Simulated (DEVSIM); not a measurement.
Device: Schottky contact on p-type GaAs, at 300 K.

Layer 1 from the left is GaAs, thickness (μm) 0.390, Na (cm⁻³) 2.2e17, τn (s) 1.7e-9, τp (s) 1.7e-9.

Left contact: Schottky, work function 4.544 eV, emission velocity 4.8e6 cm/s. Right contact: ohmic. Voltage is applied to the left contact. Recombination: SRH at mid-gap. Mobility is constant in doping.

Constants are typed, rounded textbook-type inputs, not results; the design itself was drawn at random and stands for no fabricated device. Values at 300 K.

GaAs: gap (eV) 1.424, affinity (eV) 4.07, permittivity 12.9, Nc (cm⁻³) 4.7e17, Nv (cm⁻³) 9e18, μn (cm²/Vs) 8500, μp (cm²/Vs) 400.

DEVSIM, 1D drift-diffusion, Boltzmann statistics, complete ionisation; no tunnelling, impact ionisation, image-force lowering or self-heating. Metal contacts follow the ideal Schottky-Mott rule: no Fermi-level pinning, no interface dipoles.

Dark forward current:

```
|V| (V)  |J| (A/cm²)
-------  -----------
0.05        4.342e-9
0.10        3.396e-8
0.15        2.375e-7
0.20        1.640e-6
0.25        1.131e-5
0.30        7.799e-5
0.35       0.0005376
0.40        0.003704
0.45         0.02550
0.50          0.1753
0.55           1.203
0.60           8.230
0.65           55.79
0.70           364.7
0.75            2038
```

**Question.** Work out the local ideality factor n = ΔV / (kT/q · ln(J2/J1)) between the rows 0.15 and 0.20 V, 0.70 and 0.75 V.

**Answer.** kT/q = 25.85 mV. From 0.15 to 0.20 V: ln(1.640e-6/2.375e-7) = 1.932, n = 1.00, near the 1 of diffusion or emission over a barrier. From 0.70 to 0.75 V: ln(2038/364.7) = 1.721, n = 1.12; the layers' resistance at their doping, Σ W/(qμN) = 2.8e-6 Ω cm², would take 4.6 mV of this step of 50 mV.

**Question.** Estimate the current at 0.40 V for emission alone, J0 = q v N_band exp(−φB/kT), and read the barrier back from the simulated current.

**Answer.** φB = 0.950 eV, N_band = 9.00e18 cm⁻³, J0 = 7.58e-10 A/cm²; J = J0 (exp(qV/kT) − 1) = 0.00398 A/cm². The simulation gives 0.00370 A/cm²; the estimate lies 7.5 % above. Read backwards, the simulated current gives an apparent barrier of 0.952 eV. The estimate leaves out transport through the depletion region and minority injection.
